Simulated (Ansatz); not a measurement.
## MgO, response to strain

Consider MgO in the rock salt structure (space group Fm-3m, No. 225; a = 4.204 Å). Axes: x, y, z lie along the cube axes.

Strains are applied to the cell and any free atomic positions relax.

Calculations: DFT with r2SCAN, PAW potentials and a 500 eV plane-wave cutoff in Ansatz (an electronic-structure program), scalar-relativistic without spin-orbit coupling.

```json
[
 {"uniaxial strain ε_zz (%)": "-3", "band gap (eV)": "5.97"},
 {"uniaxial strain ε_zz (%)": "-2.5", "band gap (eV)": "5.92"},
 {"uniaxial strain ε_zz (%)": "-2", "band gap (eV)": "5.87"},
 {"uniaxial strain ε_zz (%)": "-1.5", "band gap (eV)": "5.83"},
 {"uniaxial strain ε_zz (%)": "-1", "band gap (eV)": "5.78"},
 {"uniaxial strain ε_zz (%)": "-0.5", "band gap (eV)": "?"},
 {"uniaxial strain ε_zz (%)": "0", "band gap (eV)": "5.68"}
]
```

Question: Fit E_g = E₀ + Dε (ε in %) to the rows shown and predict the withheld row.

Answer: Least squares on the printed values gives E₀ = 5.68 eV, D = -95.7 meV per % of strain (largest residual 0.00 eV); this predicts 5.73 eV, and the run gives 5.73 eV, in agreement.

Stability against distortions was not tested.
